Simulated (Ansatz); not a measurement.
Given:

Host crystal: wurtzite ZnO, with a band gap (PBE, scalar-relativistic without spin-orbit coupling).

End structure of OH on the 1x1 (10-10) surface of wurtzite ZnO (cut with top plane O + Zn), one in a 2x1 cell, started at the site 'bridge Zn-Zn (span 3.3 Å)':

```yaml
crystal:
  lattice:
    - [6.55898, 0.00000, 0.00000]
    - [0.00000, 5.29379, 0.00000]
    - [0.00000, 0.00000, 28.50000]
  atoms:
    - { symbol: O, position: [0.25000, 0.37743, 0.33452] }
    - { symbol: O, position: [0.75000, 0.37743, 0.33452] }
    - { symbol: Zn, position: [0.25000, 0.03125, 0.34633] }
    - { symbol: Zn, position: [0.75000, 0.03125, 0.34633] }
    - { symbol: O, position: [0.00000, 0.87215, 0.36753] }
    - { symbol: O, position: [0.50000, 0.87215, 0.36753] }
    - { symbol: Zn, position: [0.00000, 0.49479, 0.36289] }
    - { symbol: Zn, position: [0.50000, 0.49479, 0.36289] }
    - { symbol: O, position: [0.00000, 0.37176, 0.43285] }
    - { symbol: O, position: [0.50000, 0.37176, 0.43285] }
    - { symbol: Zn, position: [0.00000, 0.99599, 0.43628] }
    - { symbol: Zn, position: [0.50000, 0.99599, 0.43628] }
    - { symbol: O, position: [0.25000, 0.87015, 0.46746] }
    - { symbol: O, position: [0.75000, 0.87015, 0.46746] }
    - { symbol: Zn, position: [0.25000, 0.49048, 0.46515] }
    - { symbol: Zn, position: [0.75000, 0.49048, 0.46515] }
    - { symbol: O, position: [0.25904, 0.37069, 0.53221] }
    - { symbol: O, position: [0.74132, 0.37069, 0.53222] }
    - { symbol: Zn, position: [0.25371, 0.99276, 0.53461] }
    - { symbol: Zn, position: [0.74662, 0.99276, 0.53461] }
    - { symbol: O, position: [0.00016, 0.86503, 0.56327] }
    - { symbol: O, position: [0.50016, 0.87049, 0.56728] }
    - { symbol: Zn, position: [0.00018, 0.49055, 0.56148] }
    - { symbol: Zn, position: [0.50019, 0.49116, 0.57048] }
    - { symbol: O, position: [0.00030, 0.34891, 0.62428] }
    - { symbol: O, position: [0.50030, 0.36953, 0.63932] }
    - { symbol: Zn, position: [0.00027, 0.98112, 0.63236] }
    - { symbol: Zn, position: [0.50029, 0.98747, 0.63696] }
    - { symbol: O, position: [0.24797, 0.85743, 0.65934] }
    - { symbol: O, position: [0.75259, 0.85747, 0.65936] }
    - { symbol: Zn, position: [0.22648, 0.49342, 0.66514] }
    - { symbol: Zn, position: [0.77418, 0.49347, 0.66513] }
    - { symbol: O, position: [0.00035, 0.45154, 0.71377] }
    - { symbol: H, position: [0.00036, 0.59182, 0.73580] }
```

Slab: 34 atoms, 9.4 Å thick at the start under the adsorbate (thin: gaps and levels are the slab's own); k 3x4x1, smearing 0.01 eV, dipole-corrected; single point; no symmetry held, on the structure that PBE left; spin-polarised, ending with about 0.9 μB a cell, a value that depends on the mesh; orders that need a larger cell were not tried, no spin-orbit, no U, no dispersion correction. The slab shows no gap over 0.04 eV on its mesh. The program's check for a lower electronic state was not made. At the end it is bonded to 2 Zn. In PBE it is, or lies within 0.03 eV of, the lowest of the starts that converged; the order may differ at this level.

A negative adsorption energy means that the adsorbate is more stable on the surface than in its reference.

Q: What adsorption energy against H2O(g) − ½ H2(g) at the same level does r2SCAN, at the PBE geometry and the start's symmetry in Ansatz (a program for electronic structure) give?

A: 1.35 eV

Q: What change of the step from the bottom to the top vacuum level, against the clean slab does r2SCAN, at the PBE geometry and the start's symmetry give?

A: 0.15 eV

Q: What is the computed work function of the top face (r2SCAN, at the PBE geometry and the start's symmetry)?

A: 6.13 eV
